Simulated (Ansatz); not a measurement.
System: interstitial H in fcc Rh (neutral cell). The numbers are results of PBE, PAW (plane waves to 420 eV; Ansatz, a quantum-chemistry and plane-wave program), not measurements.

Cell of 32 host sites held at the relaxed PBE lattice; a 2×2×2 k-point mesh shifted by half a step; Fermi-Dirac width 0.10 eV, spin-restricted; finite-size errors left in. No zero-point or tunnelling terms. Sites that were not tried may lie lower.

Barriers: single points on a 4×4×4 k-point mesh shifted by half a step at the bands' geometries.

Relaxed starting cell (atoms counted from 1):

```xyz
33
Lattice="7.6600 0.0000 0.0000 0.0000 7.6600 0.0000 0.0000 0.0000 7.6600" Properties=species:S:1:pos:R:3 pbc="T T T"
Rh    -0.0112    -0.0126     0.0009
Rh    -0.0111    -0.0124     3.8469
Rh    -0.0111     3.8335     0.0009
Rh    -0.0110     3.8334     3.8469
Rh     3.8349    -0.0124     0.0010
Rh     3.8348    -0.0123     3.8470
Rh     3.8349     3.8335     0.0011
Rh     3.8347     3.8334     3.8468
Rh    -0.0388     1.9106     1.9242
Rh    -0.0071     1.9104     5.7537
Rh    -0.0072     5.7403     1.9240
Rh    -0.0034     5.7405     5.7540
Rh     3.8617     1.9107     1.9242
Rh     3.8311     1.9105     5.7538
Rh     3.8311     5.7405     1.9240
Rh     3.8270     5.7405     5.7540
Rh     1.9119    -0.0403     1.9242
Rh     1.9119    -0.0086     5.7538
Rh     1.9119     3.8603     1.9241
Rh     1.9120     3.8296     5.7538
Rh     5.7418    -0.0086     1.9241
Rh     5.7418    -0.0048     5.7540
Rh     5.7418     3.8297     1.9240
Rh     5.7419     3.8257     5.7540
Rh     1.9119     1.9105    -0.0271
Rh     1.9119     1.9105     3.8733
Rh     1.9119     5.7404     0.0048
Rh     1.9118     5.7404     3.8429
Rh     5.7418     1.9105     0.0048
Rh     5.7417     1.9104     3.8430
Rh     5.7418     5.7406     0.0087
Rh     5.7418     5.7406     3.8393
H      1.9085     1.9060     1.9148
```

End state 1 differs by these moves (Å; atoms that move under 0.08 Å are left out):

| atom | element | Δx | Δy | Δz |
|---|---|---|---|---|
| 1 | Rh | -0.05 | -0.05 | -0.05 |
| 33 | H | -0.96 | -0.95 | -0.95 |

**Question.** Predict the forward and backward barriers to end state 1 from PBE, PAW.

**Answer.** forward 0.40 eV, backward 0.12 eV; at the saddle point atom 33 has neighbours 3 Rh at 1.69 Å. The saddle point's order was not checked, and it lies on a symmetry element of the cell, where a band can be held.
